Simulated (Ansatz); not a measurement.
Results of PBEsol (PAW; Ansatz, an electronic-structure program) for MoIr (model structure, started from the CuAu type, P4/mmm, No. 123, 2 atoms in the cell).

Settings: plane-wave cutoff 520 eV, 20×20×16 k mesh (along the axes of the cell as run), Fermi–Dirac smearing 0.05 eV, no spin polarisation, scalar-relativistic PAW data made under PBE.

Cell (relaxed at this level):

IrMo is taken in the tetragonal space group P4/mmm (No. 123), Pearson symbol tP2. Cell: a = b = 2.7370 Å, c = 3.8804 Å, α = β = γ = 90.00°. Mo on 1d is coordinated by 4 Mo at 2.737 Å and 8 Ir at 2.740 Å (cuboctahedral). Ir on 1a has 4 Ir at 2.737 Å and 8 Mo at 2.740 Å (cuboctahedral). (Neighbours: up to the widest gap in distance over summed covalent radii, below 1.35, at either atom.)

Task: Estimate the bulk modulus B0 that the calculation returns.

Result: 
bulk modulus B0: 340 GPa

Note: the run has no spin polarisation, so it can have missed a magnetic state; the bulk modulus is −V dP/dV from two relaxed cells at ±2 % in volume; the relaxation could raise the start's symmetry but not lower it, so the cell can be a saddle point.

Spin–orbit coupling is not included.

Static lattice: no zero-point or thermal effects.

A model structure was made by putting elements into a prototype or built by hand; it is no filed structure, need not be a known phase, and can be a saddle point held by its symmetry.
